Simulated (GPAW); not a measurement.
Worked example: self-consistent single point of Sn (I4_1/amd, 2 atoms in the cell) in GPAW.

Level of theory: PBEsol, GPAW PAW datasets PBEsol (made by gpaw-setup) (plane waves; GPAW).

```yaml
crystal:
  lattice:
    - [-2.94984, 2.94984, 1.60458]
    - [2.94984, -2.94984, 1.60458]
    - [2.94984, 2.94984, -1.60458]
  atoms:
    - { symbol: Sn, position: [0.75000, 0.25000, 0.50000] }
    - { symbol: Sn, position: [0.00000, 0.00000, 0.00000] }
```

Reference input (self-consistent single point, DFT PBE, plane waves, GPAW PAW datasets PBE (gpaw-data 1.0.1)): mode = pw; ecut = 600 eV; xc = PBE; kpts = 9 9 9; mesh shift (steps) = 0 0 0; occupations.name = fermi-dirac; occupations.width = 0.136 eV; nbands = -8; convergence.density = 1e-05 e/electron; symmetry.symmorphic = false; symmetry.tolerance = 0.0005; maxiter = 100. This run's input differs from it in these lines:

```diff
@@ -13,3 +13,3 @@
 calc = GPAW(mode=PW(600),
-            xc='PBE',
+            xc='PBEsol',
             kpts=(9, 9, 9),
```

Its files differ too (potentials: GPAW PAW datasets PBEsol (made by gpaw-setup)).

Log, with long lists cut:

```
     iter     time        total  log10-change:
                         energy   eigst   dens
iter:   1 --:--:--    -8.922202
iter:   2 --:--:--    -8.931921   -1.63  -1.68
iter:   3 --:--:--    -8.917916   -2.19  -1.70
iter:   4 --:--:--    -8.920753   -3.65  -2.47
iter:   5 --:--:--    -8.911838c  -3.57  -2.58
iter:   6 --:--:--    -8.912098c  -5.00  -3.35
iter:   7 --:--:--    -8.911822c  -5.53  -3.17
iter:   8 --:--:--    -8.911803c  -5.32  -3.23
iter:   9 --:--:--    -8.911808c  -6.12  -3.94
iter:  10 --:--:--    -8.911808c  -7.04  -3.96
iter:  11 --:--:--    -8.911809c  -6.44  -3.82
iter:  12 --:--:--    -8.911809c  -7.72c -4.70
iter:  13 --:--:--    -8.911809c  -7.45c -4.63
iter:  14 --:--:--    -8.911809c  -8.39c -4.76
iter:  15 --:--:--    -8.911809c  -9.04c -4.54
iter:  16 --:--:--    -8.911809c  -8.04c -4.63
iter:  17 --:--:--    -8.911810c  -8.31c -4.93
iter:  18 --:--:--    -8.911809c  -8.33c -4.83
iter:  19 --:--:--    -8.911810c  -8.68c -4.99
iter:  20 --:--:--    -8.911809c -10.11c -5.26c
Converged after 20 iterations.

Dipole moment: (-6.297408, 6.297408, -0.000000) |e|*Ang

Energy contributions relative to reference atoms: (reference = -335871.806691)

Kinetic:         +5.461948
Potential:       -5.392015
External:        +0.000000
XC:              -8.945190
Entropy (-ST):   -0.060077
Local:           -0.006514
SIC:             +0.000000
--------------------------
Free energy:     -8.941848
Extrapolated:    -8.911809

Showing only first 2 kpts
 Kpt  Band  Eigenvalues  Occupancy
  0    12      4.71397    2.00000
  0    13      4.71398    2.00000
  0    14      9.61934    0.00000
  0    15     12.68027    0.00000

  1    12      4.84268    2.00000
  1    13      5.29560    1.99987
  1    14     10.12126    0.00000
  1    15     11.77858    0.00000

Fermi level: 6.61097

No gap
No difference between direct/indirect transitions
Energy (eV): -8.911809

Forces in eV/Ang:
  0 Sn    0.00000    0.00000    0.00000
  1 Sn    0.00000    0.00000    0.00000

Stress tensor:
     0.012301     0.000000     0.000000
     0.000000     0.012301     0.000000
     0.000000     0.000000     0.014389
Stress (GPa, Voigt): [1.9708 1.9708 2.3053 0.     0.     0.    ]
```

The run converged in 20 iterations. GPAW prints stress with tension positive. Against the reference run the pressure goes from 0.69 to -2.08 GPa.

The starting cell comes from a database of computed structures (which also holds hypothetical and non-ambient phases and stackings), without a prior relaxation at this level. Its lattice was rescaled by a random factor within 2.5 % of one.

Cost on one core of a shared machine: roughly 60 s.
